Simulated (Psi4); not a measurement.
Psi4 1.11, unrestricted B3LYP/def2-svpd: Cu(OH)(NMe2) (C[N](C)[Cu][OH]), charge 0, multiplicity 2, 12 atoms. The geometry is a generated start, not checked to be a minimum at this level.

| Item | Result |
|---|---|
| task | energy |
| method | b3lyp |
| basis | def2-svpd |
| memory | 3 GB |
| maxiter | 100 |
| keys of the molecule block | symmetry c1 |
| scf_type | df (default) |
| guess | auto, which took SAD (default) |
| scf_initial_accelerator | adiis (default) |
| e_convergence | 1e-06 (default) |
| d_convergence | 1e-06 (default) |
| dft_radial_points | 75 (default) |
| dft_spherical_points | 302 (default) |
| basis functions | 173 |
| grid points | 258131 |

```xyz
12

Cu    -0.2810     1.6068    -0.3000
O     -0.6090     3.2775    -0.4920
H      0.0670     3.7975    -0.9252
N     -0.0540    -0.1204    -0.0219
C     -0.9539    -0.9387     0.7495
C      1.1139    -0.8725    -0.4014
H     -1.1637    -1.8775     0.2225
H     -0.4968    -1.1983     1.7142
H     -1.8893    -0.4202     0.9358
H      1.6916    -1.1542     0.4900
H      0.8212    -1.8022    -0.9075
H      1.7540    -0.2977    -1.0642
```

Charge 0 and multiplicity 2 are set for this test and not shown to be the ground state.

One run each on 2 threads. Values of diis_max_vecs tried: 3, 6, 10 (default), 20.

Question: Which value of diis_max_vecs needs the fewest SCF iterations, and what happens away from it?

Answer: Fewest SCF iterations, within one of each other: 6 with 13, 10 (default) with 13, 20 with 13. The count rises to 30 at 3. All converge to one solution.

```tsv
diis_max_vecs	SCF iterations	end
3	30	same solution
6	13	same solution
10 (default)	13	same solution
20	13	same solution
```
